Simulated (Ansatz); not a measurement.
# Fermi-surface data of ScAg (Pm-3m)

Here is the system:

```yaml
crystal:
  lattice:
    - [3.38054, 0.00000, 0.00000]
    - [0.00000, 3.38054, 0.00000]
    - [0.00000, 0.00000, 3.38054]
  atoms:
    - { symbol: Sc, position: [0.50000, 0.50000, 0.50000] }
    - { symbol: Ag, position: [0.00000, 0.00000, 0.00000] }
```

Level of theory: PBEsol, rigid bands (plane waves, PAW, scalar-relativistic; Ansatz, a quantum-chemistry and plane-wave program). Geometry: cell and atoms relaxed with PBEsol.

```yaml
density of states at the Fermi level: 1.49 states/(eV·cell), both spins
bare Sommerfeld coefficient: 1.75 mJ/(mol of atoms·K²)
drude_plasma_energy: 5.1 eV
root-mean-square Fermi velocity: 5.0e5 m/s
resistivity times τ: 19.2 ×10⁻²² Ω·m·s
```

A metal at this level (no band gap); rigid bands, thermally averaged at 300 K, both spins. Spin-orbit coupling is left out. τ is one relaxation time for all states.

Formula and space group known from diffraction (Crystallography Open Database), not checked to be the room-temperature form: ScAg (Pm-3m).
